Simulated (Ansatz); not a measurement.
Worked example: self-consistent single point of Rb₂Te (Fm-3m, 3 atoms in the cell) in Ansatz (a first-principles code).

Method: LDA (PW92), PAW files made with PBE (plane waves; Ansatz).

The change in words: lattice scaled by 0.98. Reference geometry:
```xyz
3
Lattice="0.0000 4.2811 4.2811 4.2811 0.0000 4.2811 4.2811 4.2811 0.0000" Properties=species:S:1:pos:R:3 pbc="T T T"
Rb     2.1406     2.1406     2.1406
Rb     6.4217     6.4217     6.4217
Te     0.0000     0.0000     0.0000
```

Reference input (self-consistent single point, DFT, LDA (PW92), plane waves, PAW files made with PBE): basis.ecutwfc = 420 eV; kpoints.mp_grid.grid = 6 6 6; hamiltonian.xc = lda; hamiltonian.pseudopotentials = {kind: paw} (the program's default PAW files); scf.occupations.method = fermi_dirac; scf.occupations.width = 0.02 eV. This run's input differs from it in these lines:

```diff
@@ -2,5 +2,5 @@
   lattice:
-    - [0.000000, 4.281105, 4.281105]
-    - [4.281105, 0.000000, 4.281105]
-    - [4.281105, 4.281105, 0.000000]
+    - [0.000000, 4.195483, 4.195483]
+    - [4.195483, 0.000000, 4.195483]
+    - [4.195483, 4.195483, 0.000000]
   atoms:
```

Output (repeated stretches shortened):

```
SCF iter   1: F=—  HF=-13172.505418 eV  |F-HF|=—  |Δ(HF+E_count)|=         —  Δρ=2.60e-2  dr2=1.71e0  ethr=3.10e-3  ⟨swp⟩=7.2  Hψ=1765  notcnv=0
all-band conjugate gradients solve this SCF's bands
preconditioner: auto → Resta (q_TF=auto, 2.136 Å⁻¹)
SCF iter   2: F=—  HF=-13171.891720 eV  |F-HF|=—  |Δ(HF+E_count)|=   6.14e-1  Δρ=8.54e-3  dr2=1.91e-1  ethr=3.10e-3  ⟨swp⟩=3.0  Hψ=861  notcnv=0
   [... lines left out ...]
SCF iter   5: F=—  HF=-13171.854704 eV  |F-HF|=—  |Δ(HF+E_count)|=   7.53e-4  Δρ=1.98e-4  dr2=1.18e-4  ethr=4.22e-6  ⟨swp⟩=2.2  Hψ=457  notcnv=0
SCF iter   6: F=—  HF=-13171.854888 eV  |F-HF|=—  |Δ(HF+E_count)|=   1.84e-4  Δρ=2.69e-5  dr2=1.80e-6  ethr=3.47e-7  ⟨swp⟩=2.0  Hψ=420  notcnv=0
SCF iter   7: F=—  HF=-13171.854894 eV  |F-HF|=—  |Δ(HF+E_count)|=   6.07e-6  Δρ=7.62e-6  dr2=6.54e-8  ethr=2.94e-10  ⟨swp⟩=6.2  Hψ=2227  notcnv=0
SCF iter   8: F=-13171.854894 eV  HF=-13171.854894 eV  |F-HF|=2.84e-9  |Δ(HF+E_count)|=   5.25e-8  Δρ=9.84e-7  dr2=1.48e-9  ethr=1.92e-10  ⟨swp⟩=2.4  Hψ=1174  notcnv=0
SCF 1 converged in 8 iterations: F = -13171.854894 eV  dr2 = 1.48e-9
Free energy (F): -13171.854894 eV
Internal energy: -13171.854894 eV  (E = F + TS)
E sigma→0 (E₀):  -13171.854894 eV
Fermi energy:    3.816341 eV
--- Forces (eV/Å), atoms counted from 1 ---
  atom   1  Rb    -0.00000000    -0.00000000    -0.00000000
   [... zero for the other atoms too ...]
--- Stress (GPa, compression-positive) ---
       -0.618061       0.000000       0.000000
       -0.000000      -0.618061      -0.000000
       -0.000000      -0.000000      -0.618061
  P = ⅓ Tr σ = -0.6181 GPa (-6.181 kbar)
  The stress holds the Pulay correction. Without it, at fixed plane waves, as pw.x and ABINIT print it: P = -0.6276 GPa
```

The run converged in 8 iterations. Against the reference run the free energy goes down by 18.4 meV/atom, the pressure goes from -1.26 to -0.62 GPa and the gap on the mesh goes from 1.648 to 1.739 eV.

The starting cell comes from a database of computed structures (which also holds hypothetical and non-ambient phases and stackings), without a prior relaxation at this level. For this run, on top of that: lattice scaled by 0.98. Spin-orbit coupling is off. Ansatz's pressure includes its estimate of the finite-basis (Pulay) stress.

Keys are those of Ansatz 0.2.
